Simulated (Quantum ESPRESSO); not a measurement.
# Several settings converged on TiCd (P4mm, 4 atoms in the cell)

```yaml
crystal:
  lattice:
    - [2.90254, 0.00000, 0.00000]
    - [0.00000, 2.90254, 0.00000]
    - [0.00000, 0.00000, 9.05925]
  atoms:
    - { symbol: Ti, position: [0.00000, 0.50000, 0.39679] }
    - { symbol: Ti, position: [0.50000, 0.00000, 0.60873] }
    - { symbol: Cd, position: [0.00000, 0.50000, 0.86667] }
    - { symbol: Cd, position: [0.50000, 0.00000, 0.13333] }
```

Base method: PBEsol, SSSP 1.1.2 efficiency (PBE) pseudopotentials (plane waves; Quantum ESPRESSO).

Base settings: ecutwfc = 50 Ry; ecutrho = 400 Ry; occupations = smearing; smearing = fd; degauss = 0.0073499 Ry; input_dft = pbesol; potentials = {Ti: ti_pbe_v1.4.uspp.F.UPF, Cd: Cd.pbe-dn-rrkjus_psl.0.3.1.UPF}; K_POINTS = automatic 4 4 2 0 0 0; conv_thr = 1e-10 Ry; mixing_beta = 0.7.

The count of work is k-points × plane waves × bands × iterations; it is no time. Core times come from one kind of shared machine, to one figure; runs under 30 s give none.

**The cutoff for other potential files**

Level: DFT, PBEsol, plane waves, GBRV 1.5 ultrasoft (PBESOL) pseudopotentials.

In this ladder: input_dft = default; pseudopotentials = {Ti: ti_pbesol_v1.4.uspp.F.UPF, Cd: cd_pbesol_v1.uspp.F.UPF}. Moved along: ecutrho.

The second cell is the first with its lattice scaled by 0.98.

The mesh stays at the base's, so the ladder's end is converged at best in this setting alone.

Only quantities that move along the ladder and can be compared are tabulated.

```csv
ecutwfc,free energy less the last step's (meV/atom),energy of the compressed cell less the first (meV/atom),pressure (GPa),largest difference of a force vector from the last step's (eV/Å),count of work / last,core time / last (rough)
22 Ry,686.73,15.06,-42.80,0.040,0.093,–
35 Ry,75.94,-7.12,-4.62,0.001,0.22,0.2
50 Ry,55.28,-7.53,-4.26,0.001,0.36,0.4
75 Ry,12.71,-7.37,-3.82,0.001,0.65,0.6
100 Ry,0.00,-7.36,-3.91,0.000,1.0,1
```

Coarsest ecutwfc that holds the forces within 0.01 eV/Å of the last step, with all finer ones: 35 Ry, at 0.22 of the last step's count of work and about 0.2 of the last step's time; the step before is off by 0.040 eV/Å.

Coarsest ecutwfc that holds the free energy within 5 meV/atom: not settled: the last two steps still differ by 13 meV/atom, over half the tolerance, so the ladder does not show it.

Coarsest ecutwfc that holds the pressure within 1 GPa of the last step, with all finer ones: 35 Ry, at 0.22 of the last step's count of work and about 0.2 of the last step's time; the step before is off by 39 GPa.

At the lowest cutoff the pressure lies 38.9 GPa under the last step's, the usual sign of Pulay stress in an incomplete plane-wave basis.

**The relaxed cell against the cutoff**

On TiCd (P4/nmm, 4 atoms in the cell): atoms on their sites.

In this ladder: calculation = vc-relax; tprnfor = default; tstress = default. Moved along: ecutrho.

The mesh stays at the base's, so the ladder's end is converged at best in this setting alone.

Only quantities that move along the ladder and can be compared are tabulated.

| ecutwfc | relaxed volume (Å³/atom) | relaxation steps | core time / last (rough) |
|---|---|---|---|
| 25 Ry | 15.052 | 9 | 0.3 |
| 35 Ry | 18.031 | 7 | 0.5 |
| 50 Ry | 17.952 | 8 | 0.8 |
| 60 Ry | 18.082 | 7 | 1 |

Coarsest ecutwfc that holds the relaxed volume within 0.09 Å³/atom: not settled: the last two steps still differ by 0.13 Å³/atom, over half the tolerance, so the ladder does not show it.

At the lowest cutoff the cell relaxes to a volume 17 % smaller than at the highest.

On the base run: the starting cell comes from a database of computed structures (which also holds hypothetical and non-ambient phases and stackings), without a prior relaxation at this level. Its lattice was rescaled by up to half a per cent. One atom was moved a little off its site on purpose. Spin polarisation is off. Without a gap this mesh is coarse (it stands for a supercell whose shortest vector is 12 Å).
